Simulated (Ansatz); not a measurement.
Data:

```xyz
3
Lattice="3.7538 0.0000 0.0000 -1.8769 3.2508 0.0000 0.0000 0.0000 6.0617" Properties=species:S:1:pos:R:3 pbc="T T T"
Zr     0.0000     0.0000     0.0000
Se     0.0000     2.1672     1.5921
Se     1.8769     1.0836     4.4696
```

No spin polarisation.

Calculations: DFT with PBE-D3(BJ), PAW potentials and a 420 eV plane-wave cutoff in Ansatz (a program for electronic structure), without spin-orbit coupling. Γ-centred 14×14×8 mesh, Fermi–Dirac width 0.05 eV.

Predict the space group and smallest direct gap.


- Space group = P-3m1 (No. 164)
- Smallest direct gap = 0.96 eV

The cells carry an imposed strain or load. Stability against distortions was not tested. The cell was made from ZrSe$_{2}$ in the CdI2 type structure (space group P-3m1, No. 164; layered, stacked along the Cartesian z axis) by this change: isotropic strain +0.50 %. The zero or small gap of ZrSe2 can change with the level of theory.
